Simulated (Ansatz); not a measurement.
Start from PbO2 in the CdI2 type structure (space group P-3m1, No. 164; a hypothetical phase, not in the database extracts checked; layered, stacked along the Cartesian z axis).

```yaml
crystal:
  lattice:
    - [3.37158, 0.00000, 0.00000]
    - [-1.68579, 2.91987, 0.00000]
    - [0.00000, 0.00000, 4.36059]
  atoms:
    - { symbol: Pb, position: [0.00000, 0.00000, 0.00000] }
    - { symbol: O, position: [0.33333, 0.66667, 0.23758] }
    - { symbol: O, position: [0.66667, 0.33333, 0.76242] }
```

Computed with r2SCAN+rVV10 in Ansatz (plane waves to 500 eV, PAW, spin-orbit coupling left out).

For the base:

- Pressure: 0.00 GPa

The change: an isotropic linear strain of −2.51 %; the atoms relax in the strained cell.

### Question
Predict the new energy relative to the base.

### Answer
The energy grows by 25 meV/atom.

### Question
What happens to the pressure?

### Answer
The pressure (mean of the normal stresses, compression positive) goes from zero to 8.22 GPa.

### Question
What does the calculation give for the largest internal atomic displacement after the change?

### Answer
The largest internal atomic displacement comes out as 0.058 Å.

Stability against distortions was not tested.

Ansatz is an electronic-structure program.
